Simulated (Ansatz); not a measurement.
The reference is ZnGeP₂ in the chalcopyrite structure (space group I-42d, No. 122; a = 5.3740 Å, c = 10.6255 Å). Axes: x, y, z lie along a, b, c of the conventional cell.

The values are results of Ansatz (a first-principles code), LDA, PAW, cutoff 420 eV, scalar-relativistic without spin-orbit coupling, not measurements.

Strains are applied to the cell and any free atomic positions relax.

One change was made to it. Results:

The valence-band top at Γ (three highest levels, from the VBM) becomes 0.00, -0.19, -0.28 eV (base: 0.00, -0.07, -0.07 eV); the band gap drops by 0.19 eV, from 1.00 eV to 0.81 eV; the energy goes up by 4.3 meV/atom.

### Question
Which change produced these results?
(A) tensor shear ε_xz = +2.00 %
(B) tensor shear ε_xz = +0.80 %
(C) tensor shear ε_xz = +1.60 %

### Answer
C, tensor shear ε_xz = +1.60 %. For comparison, the band gap in the other runs: tensor shear ε_xz = +2.00 % gives 0.74 eV; tensor shear ε_xz = +0.80 % gives 0.94 eV.

Stability against distortions was not tested.
